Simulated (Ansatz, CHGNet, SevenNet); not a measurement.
## AlB2-type TiB2, elastic constant C11

Reference value: 660 GPa (measured, temperature not stated, not corrected to a static lattice; as tabulated in Liu et al. (2023), arXiv:2002.00005).

```
level (code)         value (GPa)  cell (Å³/atom)  difference (%)
-------------------  -----------  --------------  --------------
CHGNet 0.3.0                 373            8.56             -43
SevenNet-0                   469            8.59             -29
SevenNet-l3i5                556            8.58           -15.8
LDA (Ansatz)                 705            8.17            +6.8
PBE (Ansatz)                 650            8.56            -1.5
PBEsol (Ansatz)              677            8.37            +2.6
PBE-D3(BJ) (Ansatz)          690            8.29            +4.5
r²SCAN (Ansatz)              678            8.51            +2.7
```

The reference's temperature isn't stated, so close values are not ranked against it. Off by more than 25 %, or 35 % on the side where a correction would as a rule narrow the miss (bounds picked here): CHGNet 0.3.0 (-43 %), SevenNet-0 (-29 %).

The reference isn't brought to a static lattice, while the calculations are for one, so the differences are not the levels' errors alone. A static lattice is as a rule stiffer than a warm one, by over a tenth in soft solids. The crystal itself was run without spin with LDA, PBE, PBEsol, PBE-D3(BJ), r²SCAN; a magnetic state was not tried in these runs. PBE-D3(BJ): the dispersion coefficients are held fixed in the derivatives. Each level is taken at its own relaxed cell. Cutoffs differ between the levels. Ansatz's density-functional and Hartree–Fock values are scalar-relativistic unless marked +SOC, with PAW data made under PBE.

Machine-learned potentials (CHGNet 0.3.0, SevenNet-0, SevenNet-l3i5) are trained on DFT data: a solid inside that data is no test of them.

Differences are worked out from the printed values.

Ansatz is a program for electronic structure.
